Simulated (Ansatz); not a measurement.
Input and output of a self-consistent single point for Sb (R-3m, 2 atoms in the cell) (Ansatz, a quantum-chemistry and plane-wave program).

Computed with PBEsol, default PAW files made with PBE (plane waves; Ansatz).

```
CELL_PARAMETERS angstrom
      3.97713    -2.16578     0.00000
      3.97713     2.16578     0.00000
      2.79774     0.00000     3.56101
ATOMIC_POSITIONS crystal
  Sb 0.23791 0.23791 0.23791
  Sb 0.76650 0.76650 0.76650
```

Reference input (self-consistent single point, DFT, PBEsol, plane waves, default PAW files made with PBE): basis.ecutwfc = 420 eV; kpoints.mp_grid.grid = 9 9 9; hamiltonian.xc = pbesol; hamiltonian.pseudopotentials = {kind: paw} (the program's default PAW files); scf.occupations.method = fermi_dirac; scf.occupations.width = 0.1 eV. This run's input differs from it in these lines:

Ansatz 0.2 input:
```diff
@@ -12,3 +12,3 @@
   mp_grid:
-    grid: [9, 9, 9]
+    grid: [30, 30, 30]
 hamiltonian:
```

Output, abridged:

```
SCF iter   1: F=—  HF=-12816.166622 eV  |F-HF|=—  |Δ(HF+E_count)|=         —  Δρ=2.72e-3  dr2=3.33e-3  ethr=1.77e-3  ⟨swp⟩=6.0  Hψ=238864  notcnv=0
all-band conjugate gradients solve this SCF's bands
preconditioner: auto → Kerker (q_TF=auto, 2.422 Å⁻¹)
SCF iter   2: F=—  HF=-12816.163887 eV  |F-HF|=—  |Δ(HF+E_count)|=   2.73e-3  Δρ=1.53e-3  dr2=9.84e-4  ethr=1.11e-5  ⟨swp⟩=2.5  Hψ=97413  notcnv=0
SCF iter   3: F=—  HF=-12816.163640 eV  |F-HF|=—  |Δ(HF+E_count)|=   2.47e-4  Δρ=2.89e-4  dr2=4.21e-5  ethr=3.28e-6  ⟨swp⟩=2.0  Hψ=84885  notcnv=0
SCF iter   4: F=—  HF=-12816.163625 eV  |F-HF|=—  |Δ(HF+E_count)|=   1.48e-5  Δρ=1.18e-4  dr2=1.12e-5  ethr=1.40e-7  ⟨swp⟩=2.0  Hψ=85114  notcnv=0
SCF iter   5: F=—  HF=-12816.163625 eV  |F-HF|=—  |Δ(HF+E_count)|=   2.29e-7  Δρ=6.21e-5  dr2=3.08e-6  ethr=3.72e-8  ⟨swp⟩=1.0  Hψ=47424  notcnv=0
SCF iter   6: F=—  HF=-12816.163625 eV  |F-HF|=—  |Δ(HF+E_count)|=   7.32e-8  Δρ=2.44e-5  dr2=4.19e-7  ethr=1.03e-8  ⟨swp⟩=2.1  Hψ=54177  notcnv=0
SCF iter   7: F=-12816.163625 eV  HF=-12816.163625 eV  |F-HF|=1.54e-8  |Δ(HF+E_count)|=   6.11e-8  Δρ=5.81e-6  dr2=2.32e-8  ethr=3.33e-10  ⟨swp⟩=6.0  Hψ=229049  notcnv=0
SCF 1 converged in 7 iterations: F = -12816.163625 eV  dr2 = 2.32e-8
Free energy (F): -12816.163625 eV
Internal energy: -12816.149770 eV  (E = F + TS)
E sigma→0 (E₀):  -12816.156697 eV
Entropy (-TS):   -0.013854 eV (-6.927 meV/atom)
Fermi energy:    9.611586 eV
--- Forces (eV/Å), atoms counted from 1 ---
  atom   1  Sb    -0.12355918    -0.00000000    -0.04092220
  atom   2  Sb     0.12355918     0.00000000     0.04092220
--- Stress (GPa, compression-positive) ---
       -1.728475       0.000000      -0.145272
        0.000000      -1.289844      -0.000000
       -0.145272      -0.000000      -1.337958
  P = ⅓ Tr σ = -1.4521 GPa (-14.521 kbar)
  The stress holds the Pulay correction. Without it, at fixed plane waves, as pw.x and ABINIT print it: P = -1.4862 GPa
```

The run converged in 7 iterations. Against the reference run the free energy rises by 3.8 meV/atom, the pressure stays at -1.45 GPa and the largest force goes from 0.152 to 0.130 eV/Å.

The starting cell has typed, rounded lattice constants, without a prior relaxation at this level. Its lattice was rescaled by up to half a per cent. One atom was moved a little off its site on purpose. Ansatz's pressure includes its estimate of the finite-basis (Pulay) stress.

Cost on one core of a shared machine: roughly 2 min.
